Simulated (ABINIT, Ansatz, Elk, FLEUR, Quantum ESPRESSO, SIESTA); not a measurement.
# RbLaMg₆ (Amm2, 8 atoms in the cell) computed with different codes at matched settings

Self-consistent single point, at a second geometry (lattice scaled by 0.98). First geometry:

```xyz
8
Lattice="5.3829 0.0000 0.0000 0.0000 3.6458 6.1533 0.0000 -3.6458 6.1533" Properties=species:S:1:pos:R:3 pbc="T T T"
Rb     2.6914     0.0000     4.0741
La     2.6914     0.0000    10.3278
Mg     2.6914    -1.7622     7.1420
Mg     2.6914     1.7622     7.1420
Mg     0.0000    -1.9652     5.3426
Mg     0.0000     1.9652     5.3426
Mg     0.0000     0.0000     8.1153
Mg     0.0000     0.0000     1.7400
```

Shared settings, as Ansatz (a quantum-chemistry and plane-wave program) writes them: kpoints.mp_grid.grid = 3 3 3; scf.occupations.method = fermi_dirac; scf.occupations.width = 0.1 eV. Potentials and cutoffs stand in the table.

```tsv
code	model	ΔF from the first geometry (meV/atom)	pressure (GPa)	largest force (eV/Å)	cutoff
Ansatz	PBEsol, PAW files made with PBE	-0.8	0.69	0.179	default
Quantum ESPRESSO	PBEsol, GBRV 1.5 ultrasoft (PBESOL) pseudopotentials	-0.7	0.70	0.181	40 Ry
SIESTA	GGA PBEsol, numerical atomic orbitals DZP, PseudoDojo PBEsol standard norm-conserving potentials (rewritten from UPF to PSML)	3.8	1.41	0.293	grid 400 Ry
ABINIT	PBEsol, PAW (JTH v2.0 PBE PAW, files made for PBE)	0.3	0.76	0.180	707 eV
Elk	PBEsol, all-electron FP-LAPW, Elk's shipped species files, APW+lo basis with extra local orbitals	-2.0	–	–	rgkmax 7.5
FLEUR	PBEsol, all-electron FLAPW (FLEUR), scalar-relativistic valence	-0.6	–	0.182	Kmax 3.8 1/bohr
```

Size of the force on each atom (eV/Å): Sizes of forces hide their directions.

| code | Rb1 | La2 | Mg3 | Mg4 | Mg5 | Mg6 | Mg7 | Mg8 |
|---|---|---|---|---|---|---|---|---|
| Ansatz | 0.114 | 0.054 | 0.072 | 0.072 | 0.179 | 0.179 | 0.105 | 0.035 |
| Quantum ESPRESSO | 0.115 | 0.057 | 0.071 | 0.071 | 0.181 | 0.181 | 0.107 | 0.035 |
| SIESTA | 0.168 | 0.063 | 0.099 | 0.099 | 0.293 | 0.293 | 0.044 | 0.175 |
| ABINIT | 0.121 | 0.052 | 0.073 | 0.073 | 0.180 | 0.180 | 0.111 | 0.033 |
| FLEUR | 0.115 | 0.051 | 0.073 | 0.073 | 0.182 | 0.182 | 0.108 | 0.035 |

A dash marks a value that a program does not give, or that is left out as unsure.

The spread over the programs that give each value: ΔF from the first geometry within 5.8 meV/atom; pressure within 0.72 GPa; largest force within 0.114 eV/Å.

SIESTA uses small atom-centred bases, whose incompleteness enters pressures, forces and empty levels differently from a plane-wave cutoff. Elk and FLEUR treat all electrons, but the usual bases taken here (sphere radii, linearisation, local orbitals, empty states) were not tested for convergence, so the values are no reference for the others. Ansatz's pressure is given at a fixed set of plane waves, as the other plane-wave codes print theirs. In the force vectors, SIESTA (by 0.169) lies more than 0.08 eV/Å from the median of the plane-wave programs.

The shared mesh is coarse (it stands for a supercell whose shortest vector is 16 Å), so the values are not converged in it.

The starting cell comes from a database of computed structures (which also holds hypothetical and non-ambient phases and stackings), without a prior relaxation at this level. For this run, on top of that: lattice scaled by 0.98.

Keys are those of Ansatz 0.2.
